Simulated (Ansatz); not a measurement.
Cu: strain along the normal

Cu (fcc, Fm-3m, 11.440 Å³/atom and stress up to 0.01 GPa in the relaxed cell) under an equal strain ε in the (001) plane with the normal axis free, as in a coherent film. r2SCAN in Ansatz, a plane-wave DFT program (PAW, default set), 500 eV, 32×32×32 Γ-centred mesh, Fermi-Dirac smearing 0.10 eV.

Here s stands for strain and y for normal strain.

```
strain (%)  normal strain (%)
----------  -----------------
-1.50                    2.07
-1.00                    1.39
-0.50                    0.70
0.00                     0.00
0.50                    -0.72
1.00                    -1.44
1.50                    -2.19
3.00                        ?
```

Q: Fit y against s with a straight line, and predict the withheld value at s = 3.00.

A: Means: s 0, y -0.027. About the means, the sum of products is -9.9300 and the sum of squares of s is 7.0000; the slope is their ratio. Least squares gives y = -0.027 - 1.4186·s. Residuals (row less fit): -0.031, -0.002, 0.018, 0.027, 0.016, 0.006, -0.035; standard error 0.027 (degrees of freedom: 5). The slope, about -1.4, is the elastic response of the normal axis, −2C12/C11 for this plane. At the withheld row, y = -0.027 - 1.4186 × 3.0 = -4.283%. The calculation gives -4.50%, 0.217% below the prediction (3.3 % of the range of y in the table). The row lies outside the fitted rows, so this is an extrapolation. From the scatter of the fitted rows alone, a prediction at this place has a standard error of 0.041%, so the miss is 5.3 times that.

A polynomial of degree 2 through the 12 other runs of the series gives -4.47 there, so most of the miss is curvature that the fit leaves out. In a metal these values are sensitive to mesh and smearing; energies are taken to zero smearing, stresses follow the free energy. Rows are the converged runs of the series near zero and its far end; series whose fitted rows scatter by over a few per cent of the range, as at a crossing or softening among them, aren't shown in this form, nor equations of state whose B0' disagrees with the runs' pressures. Most that stay on the fit to the last digits aren't either.
